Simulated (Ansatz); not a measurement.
## Band edges of zincblende CdSe (F-43m) under uniaxial stress along [111]

Cell and atoms are relaxed with r2SCAN to each stress (compression positive); bands and masses by r2SCAN with spin-orbit coupling, rigid bands (plane waves, PAW; Ansatz, an electronic-structure program). Strains are changes of length against the unloaded cell.

```xyz
2
Lattice="0.0000 3.0668 3.0668 3.0668 0.0000 3.0668 3.0668 3.0668 0.0000" Properties=species:S:1:pos:R:3 pbc="T T T"
Cd     0.0000     0.0000     0.0000
Se     4.6002     4.6002     4.6002
```

| stress (GPa) | strain [111] (%) | strain [1−10] (%) | gap (eV) | mean mₑ* |
|---|---|---|---|---|
| -2.00 | 3.27 | -0.98 | 0.811 | 0.101 |
| -1.00 | 1.65 | -0.51 | 0.872 | 0.102 |
| 0 | 0 | 0 | 0.925 | 0.103 |
| 1.00 | -1.73 | 0.54 | 0.898 | 0.104 |
| 2.00 | -3.59 | 1.13 | 0.858 | 0.105 |

[111] is the direction of the load; [11−2] strains as [1−10]. Masses are conductivity masses at 300 K in electron masses, harmonic means over x, y and z.

**Question.** From the two loads next to zero, find the Young modulus and the ratio of transverse to axial strain.

**Answer.** Between -1.00 and 1.00 GPa the strain along [111] changes by -3.38 % and that along [1−10] by 1.05 %. The modulus is 2.00/0.0338 = 59 GPa and the ratio of the strains 0.31 (r2SCAN, atoms relaxed).

**Question.** How fast does the gap move on either side of zero load?

**Answer.** Under tension, (0.872 − 0.925) eV over -1.00 GPa = 53 meV/GPa, or about -3.2 eV per unit strain; under compression, (0.858 − 0.925) eV over 2.00 GPa = -34 meV/GPa, or about 1.9 eV per unit strain. The two slopes part by 87 meV/GPa; gaps are resolved to about 0.01 eV, which allows 15 meV/GPa, so they differ, even in sign: the gap has a turning point near zero load.

Masses are those of dilute carriers in rigid bands with one relaxation time, without polarons. Third decimals of gaps are kept for the arithmetic. Every relaxation keeps the zincblende phase (space group R3m under this load), so a transition, a distortion that breaks the symmetry or fracture can't show.
